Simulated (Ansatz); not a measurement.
## MgTe in the zinc blende structure (space group F-43m, No. 216)

```cif
data_Mg4Te4
_chemical_formula_sum 'Mg4 Te4'
_space_group_name_H-M_alt 'F-43m'
_space_group_IT_number 216
_space_group_name_Hall 'F -4 2 3'
_cell_length_a 6.36810
_cell_length_b 6.36810
_cell_length_c 6.36810
_cell_angle_alpha 90.000
_cell_angle_beta 90.000
_cell_angle_gamma 90.000
loop_
_atom_site_label
_atom_site_type_symbol
_atom_site_symmetry_multiplicity
_atom_site_Wyckoff_symbol
_atom_site_fract_x
_atom_site_fract_y
_atom_site_fract_z
_atom_site_occupancy
Mg1 Mg 4 a 0.00000 0.00000 0.00000 1
Te1 Te 4 d 0.75000 0.75000 0.75000 1
```
(The calculation used a cell of 2 atoms; values per cell refer to that cell.)

Calculations: LDA, PAW, 420 eV (Ansatz, an electronic-structure program; no spin-orbit coupling). Settings: 9×9×9 k-points, 0.05 eV Fermi–Dirac smearing.

| Item | Result |
|---|---|
| Volume per atom | 32.28 Å³ |
| Density | 3.91 g/cm³ |
| Band gap | 2.38 eV, direct at Γ |
| Electron mass | 0.16 mₑ |
| Hole mass (degenerate bands, along [100]) | 0.19, 0.85, 0.85 mₑ |
| Lowest conduction-band minima above the VBM | Γ 2.38 eV; X along ⟨100⟩ 2.66 eV; L along ⟨111⟩ 3.17 eV |
| Total energy | -4365.245 eV/atom (σ→0; compares only within this code and set-up) |

With Te present, leaving out spin-orbit coupling can change the band edges. Masses are band curvatures over ±0.01 Å⁻¹ around the edge. Stability against distortions was not tested.
